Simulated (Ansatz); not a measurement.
The starting structures come from a database of crystals and need not be the phases stable at ambient conditions.

Tunnelling through a barrier is set by its complex band structure: the current falls as exp(−2κd) with the smallest κ.

Data:

```yaml
crystal:
  lattice:
    - [5.73673, 0.00000, 0.00000]
    - [0.00000, 7.43425, 0.00000]
    - [2.86836, -2.16353, 5.17641]
  atoms:
    - { symbol: Na, position: [0.00000, 0.50000, 0.00000] }
    - { symbol: Cr, position: [0.61170, 0.68430, 0.77660] }
    - { symbol: Cr, position: [0.38830, 0.31570, 0.22340] }
    - { symbol: In, position: [0.00000, 0.00000, 0.00000] }
    - { symbol: H, position: [0.27220, 0.79760, 0.45560] }
    - { symbol: H, position: [0.72780, 0.20240, 0.54440] }
    - { symbol: H, position: [0.24300, 0.03520, 0.51400] }
    - { symbol: H, position: [0.75700, 0.96480, 0.48600] }
    - { symbol: O, position: [0.20630, 0.93360, 0.58740] }
    - { symbol: O, position: [0.79370, 0.06640, 0.41260] }
    - { symbol: O, position: [0.74230, 0.73270, 0.51540] }
    - { symbol: O, position: [0.25770, 0.26730, 0.48460] }
    - { symbol: O, position: [0.65110, 0.44900, 0.69780] }
    - { symbol: O, position: [0.34890, 0.55100, 0.30220] }
    - { symbol: O, position: [0.27790, 0.77680, 0.95460] }
    - { symbol: O, position: [0.72210, 0.22320, 0.04540] }
    - { symbol: O, position: [0.23250, 0.22320, 0.04540] }
    - { symbol: O, position: [0.76750, 0.77680, 0.95460] }
```

Space group of this cell: C2/m. The cell is taken as given; by PBEsol its mean pressure is -5.2 GPa.

Transport runs along the normal of the first two printed cell vectors.

No gap correction and no spin-orbit coupling; mid-gap values are interpolated between computed energies.

Task: Estimate the band gap and the smallest decay constant κ at mid-gap that PBEsol (Ansatz, a program for electronic structure) returns for this system.

Result: Gap 2.50 eV on a 6×6×6 mesh; κ = 0.544 1/Å, at the zone centre.
